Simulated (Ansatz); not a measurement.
We consider BeSe (P6₃/mmc, No. 194; start mp-1008524; another space group than a measured phase of this formula), described by G0W0@HSE06 in Ansatz (hard PAW, contour deformation).

The same calculation (at the PBEsol cell, 14.447 Å³/atom) with different numerical settings; throughout: k mesh 3×3×2:

| run | response cutoff (eV) | empty bands | quasiparticle gap on the mesh (eV) | quasiparticle gap at Γ (eV) | rough time |
|---|---|---|---|---|---|
| 1 | 100 | 241 | 0.935 | 3.380 | 5 core-min |
| 2 | 150 | 443 | 1.060 | 3.457 | 10 core-min |
| 3 | 200 | 682 | 1.118 | 3.488 | 30 core-min |
| 4 | 250 | 953 | 1.153 | 3.505 | 50 core-min |
| 5 | 300 | 1253 | (withheld) | (withheld) | 60 core-min |

### Question
Some entries are withheld; supply them.

### Answer

- 5, quasiparticle gap on the mesh (eV): 1.175
- 5, quasiparticle gap at Γ (eV): 3.515

In the column quasiparticle gap on the mesh (eV) the first row differs from the last by -0.240 and the next to last by -0.022.

The last row is no converged limit: other settings stay fixed.

Spin–orbit coupling is not included.

Note: GW on a hybrid start was not checked against another program.

A start named mp-… is a Materials Project structure, which can be a computed phase never made.

Ansatz is an electronic-structure program.
